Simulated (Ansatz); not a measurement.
The starting structures come from a database of crystals and need not be the phases stable at ambient conditions.

By PBEsol, the system below comes out a metal.

The ballistic (Sharvin) conductance counts the channels at the Fermi level: G/A = (e²/h) × channels of both spins per area.

```
CELL_PARAMETERS angstrom
      2.99142     0.00000     0.00000
      0.00000     5.62947     0.00000
      1.49571     0.00000     2.59065
ATOMIC_POSITIONS crystal
  Nb 0.66667 0.25000 0.66667
  Nb 0.33333 0.75000 0.33333
  N  0.00000 0.50000 0.00000
  N  0.00000 0.00000 0.00000
```

The cell is taken as given; by PBEsol it stands under a pressure of -13.6 GPa.

The current flows along the normal of the first two printed cell vectors, the (100) plane of the conventional cell. No spin-orbit coupling; the value is a mean over 0.1 eV about the Fermi level.

Task: Compute, with Ansatz (a program for electronic structure) with PBEsol, the ballistic conductance per area.

Result: 0.29 × 10¹⁵ S/m² for both spins.
